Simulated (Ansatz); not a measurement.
The starting structures come from a database of crystals and need not be the phases stable at ambient conditions.

Where the default PAW files enter, the runs use the earlier of Ansatz's two default sets.

The decay constant κ of evanescent states in the gap governs leakage through a thin film.

Given:

```yaml
crystal:
  lattice:
    - [2.90629, 0.00000, 0.00000]
    - [-1.45315, 2.51692, 0.00000]
    - [1.45315, 0.83897, 2.42141]
  atoms:
    - { symbol: Mg, position: [0.00000, 0.00000, 0.00000] }
    - { symbol: O, position: [0.00000, 0.50000, 0.50000] }
```

Space group of this cell: R-3m. The cell is strained (lengths across the current scaled by 0.98, ions clamped); by r2SCAN its mean pressure is 9.2 GPa.

Transport runs along the normal of the first two printed cell vectors, the (111) (indices of the unstrained crystal) plane of the conventional cell.

The gap is the functional's own, uncorrected, and κ follows it; spin-orbit coupling is left out. Mid-gap means the computed energy nearest the middle.

### Question
Estimate the band gap and the smallest decay constant κ at mid-gap that r2SCAN (Ansatz, a first-principles code) returns for this system.

### Answer
Gap 6.14 eV on a 14×14×14 mesh; κ = 0.379 1/Å, at the zone centre.
